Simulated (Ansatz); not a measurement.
Ansatz (an electronic-structure program) run on LiLaO₂ (P2_1/c, 16 atoms in the cell): self-consistent single point.

Level of theory: PBEsol, default PAW files made with PBE (plane waves; Ansatz).

```
LiLaO2
1.0
    5.92689     0.00000     0.00000
    0.00000     6.23923     0.00000
   -1.31580     0.00000     5.74644
Li La O
4 4 8
Direct
  0.34508   0.36114   0.32702
  0.65492   0.63886   0.67298
  0.65492   0.86114   0.17298
  0.34508   0.13886   0.82702
  0.79999   0.43156   0.19422
  0.20001   0.56844   0.80578
  0.20001   0.93156   0.30578
  0.79999   0.06844   0.69422
  0.08706   0.23937   0.01337
  0.91294   0.76063   0.98663
  0.91294   0.73937   0.48663
  0.08706   0.26063   0.51337
  0.57182   0.36782   0.79168
  0.42818   0.63218   0.20832
  0.42818   0.86782   0.70832
  0.57182   0.13218   0.29168
```

Reference input (self-consistent single point, DFT, PBEsol, plane waves, default PAW files made with PBE): kpoints.mp_grid.grid = 4 4 4; hamiltonian.xc = pbesol; hamiltonian.pseudopotentials = {kind: paw} (the program's default PAW files); scf.occupations.method = fermi_dirac; scf.occupations.width = 0.05 eV. This run's input differs from it in these lines:

Ansatz 0.2 input:
```diff
@@ -24,3 +24,3 @@
 kpoints:
-  mp_grid: { grid: [4, 4, 4] }
+  mp_grid: { grid: [3, 3, 3] }
 hamiltonian:
```

Output (repeated stretches shortened):

```
SCF iter   1: F=—  HF=-29969.119387 eV  |F-HF|=—  |Δ(HF+E_count)|=         —  Δρ=1.51e-2  dr2=4.37e-1  ethr=1.77e-3  ⟨swp⟩=6.9  Hψ=3000  notcnv=0
all-band conjugate gradients solve this SCF's bands
preconditioner: auto → Resta (q_TF=auto, 2.422 Å⁻¹)
SCF iter   2: F=—  HF=-29969.033221 eV  |F-HF|=—  |Δ(HF+E_count)|=   8.62e-2  Δρ=5.37e-3  dr2=4.32e-2  ethr=4.21e-4  ⟨swp⟩=3.3  Hψ=1458  notcnv=0  defer=113
   [... lines left out ...]
SCF iter   5: F=—  HF=-29969.024619 eV  |F-HF|=—  |Δ(HF+E_count)|=   5.70e-5  Δρ=3.06e-4  dr2=1.75e-4  ethr=1.96e-7  ⟨swp⟩=2.0  Hψ=1007  notcnv=0  defer=113
SCF iter   6: F=—  HF=-29969.024595 eV  |F-HF|=—  |Δ(HF+E_count)|=   2.45e-5  Δρ=4.10e-5  dr2=3.76e-6  ethr=1.68e-7  ⟨swp⟩=2.0  Hψ=833  notcnv=0  defer=113
SCF iter   7: F=—  HF=-29969.024613 eV  |F-HF|=—  |Δ(HF+E_count)|=   1.78e-5  Δρ=1.55e-5  dr2=5.63e-7  ethr=3.62e-9  ⟨swp⟩=2.0  Hψ=1096  notcnv=0  defer=108
SCF iter   8: F=-29969.024613 eV  HF=-29969.024613 eV  |F-HF|=8.06e-9  |Δ(HF+E_count)|=   3.60e-7  Δρ=2.69e-6  dr2=1.77e-8  ethr=9.62e-11  ⟨swp⟩=14.8  Hψ=3720  notcnv=0
SCF 1 converged in 8 iterations: F = -29969.024613 eV  dr2 = 1.77e-8
Free energy (F): -29969.024613 eV
Internal energy: -29969.024613 eV  (E = F + TS)
E sigma→0 (E₀):  -29969.024613 eV
Fermi energy:    10.143586 eV
--- Forces (eV/Å), atoms counted from 1 ---
  atom   1  Li    -0.02458837    -0.00249484    -0.07720921
  atom   2  Li     0.02458837     0.00249484     0.07720921
  atom   3  Li     0.02458837    -0.00249484     0.07720921
  atom   4  Li    -0.02458837     0.00249484    -0.07720921
  atom   5  La    -0.01168837    -0.05579189    -0.01701095
  atom   6  La     0.01168837     0.05579189     0.01701095
  atom   7  La     0.01168837    -0.05579189     0.01701095
  atom   8  La    -0.01168837     0.05579189    -0.01701095
  atom   9  O     -0.07335149     0.01016222    -0.00742644
   [... lines left out ...]
  atom  16  O     -0.00223170    -0.02397050     0.10026833
--- Stress (GPa, compression-positive) ---
       -4.709318       0.000000      -0.037835
        0.000000      -5.085039      -0.000000
       -0.037834      -0.000000      -4.486362
  P = ⅓ Tr σ = -4.7602 GPa (-47.602 kbar)
  The stress holds the Pulay correction. Without it, at fixed plane waves, as pw.x and ABINIT print it: P = -5.2373 GPa
```

The run converged in 8 iterations. Against the reference run the free energy is nearly the same (within 1 meV/atom), the pressure stays at -4.76 GPa, the largest force stays at 0.103 eV/Å and the gap on the mesh goes from 3.658 to 3.785 eV.

The starting cell comes from a database of computed structures (which also holds hypothetical and non-ambient phases and stackings), without a prior relaxation at this level. With a pressure of about -5 GPa the cell is away from its equilibrium volume at this level. Ansatz's pressure includes its estimate of the finite-basis (Pulay) stress. Another mesh or the band path of this cell gives a smaller gap, so this value is not converged in the mesh.
